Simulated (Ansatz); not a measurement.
The parent structure is MgS in the rock salt structure (space group Fm-3m, No. 225; a = 5.182 Å). Axes: x, y, z lie along the cube axes.

It is then changed as follows: biaxial strain −1.88 %, plane normal [110], relaxed out of plane (Cartesian); in-plane vectors clamped, the third vector and the atoms free.

Levels (all Ansatz, a program for electronic structure, PAW, earlier PAW set): PBEsol (420 eV, no spin-orbit coupling); r2SCAN (500 eV, spin-orbit coupling left out).

The geometry is relaxed with PBEsol.

| Item | Value |
|---|---|
| PBEsol gap character | indirect, Γ → X |
| PBEsol lowest conduction level above the VBM at special points | X 2.52 eV; T 2.65 eV; Σ₀ 3.45 eV; F₂ 3.45 eV |
| PBEsol smallest direct gap | 3.73 eV |

Q: How does going to r2SCAN change the gap character, lowest conduction level above the VBM at special points and smallest direct gap?

A: The gap character remains indirect, Γ → X; the lowest conduction level above the VBM at special points changes from X 2.52 eV; T 2.65 eV; Σ₀ 3.45 eV; F₂ 3.45 eV to X 3.28 eV; T 3.42 eV; Σ₀ 4.18 eV; F₂ 4.18 eV; the smallest direct gap grows by 1.07 eV (3.73 eV → 4.80 eV).

Single points use the geometry relaxed with PBEsol. No phonon test of stability was made. Labels are those of the standard path for the cell's own space group.
